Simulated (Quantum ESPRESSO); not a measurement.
## Convergence test for In2O3 (Ia-3, 40 atoms in the cell)

```
In2O3
1.0
    5.14854     5.14854     5.14854
   -5.14854     5.14854     5.14854
   -5.14854    -5.14854     5.14854
In O
16 24
Direct
  0.00000   0.50000   0.00000
  0.50000   0.00000   0.00000
  0.00000   0.00000   0.50000
  0.50000   0.50000   0.50000
  0.53350   0.71650   0.75000
  0.96650   0.78350   0.25000
  0.21650   0.25000   0.46650
  0.28350   0.75000   0.03350
  0.25000   0.46650   0.78350
  0.75000   0.03350   0.71650
  0.46650   0.28350   0.25000
  0.03350   0.21650   0.75000
  0.78350   0.75000   0.53350
  0.71650   0.25000   0.96650
  0.75000   0.53350   0.21650
  0.25000   0.96650   0.28350
  0.76240   0.77370   0.76970
  0.73760   0.99270   0.96390
  0.04340   0.72630   0.53610
  0.45660   0.50730   0.73030
  0.00730   0.53610   0.23760
  0.22630   0.73030   0.26240
  0.49270   0.76970   0.95660
  0.27370   0.96390   0.54340
  0.23030   0.54340   0.99270
  0.03610   0.95660   0.77370
  0.46390   0.26240   0.50730
  0.26970   0.23760   0.72630
  0.23760   0.22630   0.23030
  0.26240   0.00730   0.03610
  0.95660   0.27370   0.46390
  0.54340   0.49270   0.26970
  0.99270   0.46390   0.76240
  0.77370   0.26970   0.73760
  0.50730   0.23030   0.04340
  0.72630   0.03610   0.45660
  0.76970   0.45660   0.00730
  0.96390   0.04340   0.22630
  0.53610   0.73760   0.49270
  0.73030   0.76240   0.27370
```

Method: PBE, GBRV 1.5 ultrasoft (PBE) pseudopotentials (plane waves; Quantum ESPRESSO).

The starting cell was generated: these elements placed on a structure prototype, without a prior relaxation; it need not be a known phase or ordering of this composition. Its lattice was rescaled by a random factor within 2.5 % of one.

Held fixed: ecutwfc = 40 Ry; ecutrho = 200 Ry; occupations = smearing; smearing = methfessel-paxton; degauss = 0.0147 Ry; potentials = {In: in_pbe_v1.4.uspp.F.UPF, O: o_pbe_v1.2.uspp.F.UPF}; K_POINTS = automatic 2 2 2 0 0 0; mixing_beta = 0.4.

ΔF is the free energy per atom less that of the last row (7.3e-14 Ry).

The series runs over conv_thr = 0.0073 Ry; 0.00073 Ry; 7.3e-05 Ry; 7.3e-06 Ry; 7.3e-07 Ry; 7.3e-08 Ry; 7.3e-10 Ry; 1e-10 Ry; 7.3e-12 Ry; 7.3e-14 Ry.

**Question.** From which setting on does the gap on the mesh stay within 0.02 eV of the last one?

**Answer.** From conv_thr = 0.00073 Ry on; the one before it is off by 0.022 eV. The value it settles on is 0.926 eV at this level of theory and with the other settings as held.

```
conv_thr    ΔF (meV/atom)  pressure (GPa)  largest force (eV/Å)  gap on the mesh (eV)  iterations
----------  -------------  --------------  --------------------  --------------------  ----------
0.0073 Ry            0.22           -1.74                 0.275                 0.905           5
0.00073 Ry           0.02           -1.56                 0.274                 0.930           6
7.3e-05 Ry           0.00           -1.99                 0.275                 0.926           7
7.3e-06 Ry           0.00           -1.99                 0.275                 0.926           7
7.3e-07 Ry           0.00           -1.86                 0.275                 0.926           9
7.3e-08 Ry           0.00           -1.86                 0.275                 0.926           9
7.3e-10 Ry           0.00           -1.86                 0.275                 0.926          11
1e-10 Ry             0.00           -1.86                 0.275                 0.926          12
7.3e-12 Ry           0.00           -1.86                 0.275                 0.926          12
7.3e-14 Ry           0.00           -1.86                 0.275                 0.926          15
```

The gap is read on the k-point mesh of the run and can differ from the gap over the whole zone at this level.
